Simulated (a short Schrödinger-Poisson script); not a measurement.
System: MOS inversion layer, SiO2 on p-type Si(100), at 300 K.

From the gate side: 2 nm SiO2; 390 nm Si, acceptors 1.2e18 cm⁻³.

Constants are typed, rounded textbook-type inputs, not results; the design itself was drawn at random and stands for no fabricated device. SiO2: permittivity 3.9, conduction-band edge (eV) 3.15, gap (eV) 9, electron mass (mₑ) 0.5. Si: permittivity 11.7, conduction-band edge (eV) 0, gap (eV) 1.124, Nv at 300 K (cm⁻³) 3.1e19.

Channel valleys (confinement mass, in-plane density-of-states mass, number): Δ2 0.916, 0.19, 2; Δ4 0.19, 0.417, 4. At the gate the conduction-band edge of layer 1 lies 3.28 eV − eVg above the Fermi level of the channel; the field vanishes at the back. Gaps are held at their typed values at every temperature. Mesh 0.03 nm at interfaces.

From a short Schrödinger-Poisson script (our own, NumPy): 1D Poisson equation in equilibrium, electrons quantum, Hartree (BenDaniel-Duke, 12 states a valley, the channel's in-plane mass for all, wave functions ending at the dielectric), parabolic valleys, classical holes, full ionisation, no traps, pinning or gate leakage.

| Vg (V) | electrons (cm⁻²) | C (μF/cm²) | Δ2 E0 (meV from the Fermi level) | Δ4 E0 (meV from the Fermi level) |
|---|---|---|---|---|
| 0.4 | 1.95e9 | 0.283 | 203.3 | 283.6 |
| 0.45 | 8.95e9 | 0.305 | 163.6 | 245.2 |
| 0.5 | 3.83e10 | 0.403 | 125.7 | 208.7 |
| 0.55 | 1.32e11 | 0.632 | 93.3 | 177.6 |
| 0.6 | 3.24e11 | 0.883 | 69.4 | 155.2 |
| 0.65 | 5.99e11 | 1.06 | 52.6 | 139.9 |
| 0.7 | 9.26e11 | 1.16 | 40.4 | 129.2 |
| 0.75 | 1.28e12 | 1.23 | 30.8 | 121.3 |
| 0.8 | 1.66e12 | 1.27 | 23.0 | 115.0 |
| 0.85 | 2.06e12 | 1.30 | 16.3 | 109.8 |
| 0.9 | 2.46e12 | 1.33 | 10.4 | 105.5 |
| 0.95 | 2.87e12 | 1.35 | 5.1 | 101.8 |
| 1 | 3.29e12 | 1.36 | 0.3 | 98.5 |
| 1.05 | 3.71e12 | 1.37 | -4.1 | 95.5 |
| 1.1 | 4.14e12 | 1.38 | -8.3 | 92.9 |

Gate voltages with under 1e9 electrons/cm² are left out.

At Vg = 1.1 V the lowest Δ2 subband lies at -8.3 meV from the Fermi level. How many electrons does it hold, and what share of all?

The two-dimensional density of states is g m/(πħ²) = 1.59e11 cm⁻² meV⁻¹ (both spins), kT = 25.9 meV, so n = D kT ln(1 + exp(−E/kT)) = 3.55e12 cm⁻², 0.86 of the 4.14e12 cm⁻² in all.

Compare the slope of the sheet density between 1 and 1.1 V with the geometric capacitance of the layers between gate and channel.

q Δn/ΔV = 1.36 μF/cm²; ε0/Σ(t/ε) = 1.73 μF/cm². The ratio is 0.79: the channel acts as a further capacitance in series.
